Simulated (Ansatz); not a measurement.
The reference is Na3Sb (space group P6_3/mmc, No. 194; a = 5.312 Å, c = 9.453 Å). Axes: x lies along a and z along c of the hexagonal cell.

One thing is altered: the cell is stretched by 3.00 % along z with no lateral relaxation; the atoms relax in the strained cell.

Method: PBEsol, PAW, 420 eV (Ansatz, an electronic-structure program; without spin-orbit coupling).

Base, band edges from the VBM (valence, conduction): K -0.92, 1.39; H -0.51, 2.37; M -0.32, 1.80; L -0.53, 1.44; A -0.08, 1.74; Γ 0.00, 0.43 eV.

**Question.** Give the band edges at the high-symmetry points of the new zone, measured from its valence-band maximum.

**Answer.** 
```json
[
 {"point": "Γ", "valence edge (eV)": "0.00", "conduction edge (eV)": "0.31"},
 {"point": "M", "valence edge (eV)": "-0.33", "conduction edge (eV)": "1.72"},
 {"point": "K", "valence edge (eV)": "-0.93", "conduction edge (eV)": "1.35"},
 {"point": "A", "valence edge (eV)": "-0.07", "conduction edge (eV)": "1.65"},
 {"point": "L", "valence edge (eV)": "-0.52", "conduction edge (eV)": "1.37"},
 {"point": "H", "valence edge (eV)": "-0.56", "conduction edge (eV)": "2.24"}
]
```

The gap is 0.31 eV, direct at Γ.

With Sb present, leaving out spin-orbit coupling can change the band edges. Stability against distortions was not tested.
